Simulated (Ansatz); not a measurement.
The reference is GaSb in the zinc blende structure (space group F-43m, No. 216; a = 6.134 Å).

The change: full substitution Sb → As; the structure is relaxed again.

Levels (all Ansatz, a program for electronic structure, PAW, earlier PAW set): r2SCAN (500 eV, scalar-relativistic without spin-orbit coupling); HSE06 (420 eV, without spin-orbit coupling); HSE06+SOC (420 eV, spin-orbit coupling included).

At the geometry relaxed with r2SCAN, these levels gave the following band gaps, in shuffled order: (a) 0.97 eV, (b) 1.37 eV, (c) 1.25 eV.

Task: Match each gap to its level.

Result: (a) r2SCAN; (b) HSE06; (c) HSE06+SOC.

Single points use the geometry relaxed with r2SCAN. Differences between runs with and without spin-orbit coupling are approximate. No phonon test of stability was made.
